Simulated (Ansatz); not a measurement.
Consider TiO2 in the rutile structure (space group P4_2/mnm, No. 136; a = 4.5916 Å, c = 2.9391 Å).

The values are results of Ansatz (a quantum-chemistry and plane-wave program), PBEsol, PAW, cutoff 420 eV, no spin-orbit coupling, earlier PAW set, not measurements.

Before the change:

The lattice parameter a is 4.592 Å and the valence-band top at Γ is 0.00, -0.44, -0.44 eV.

Perturbation: full substitution Ti → Sn, then cell and atoms are relaxed.

Tabulated Pauling electronegativity and covalent radius: Ti 1.54, 1.60 Å; Sn 1.96, 1.39 Å.

Q: What happens to the lattice parameter a and valence-band top at Γ?

A: The lattice parameter a grows by 0.177 Å to 4.769 Å; the valence-band top at Γ (three highest levels, from the VBM) changes from 0.00, -0.44, -0.44 eV to 0.00, -0.77, -0.77 eV.

The levels and masses belong to the bands next to the band gap. No phonon test of stability was made. All final runs are without spin polarisation.
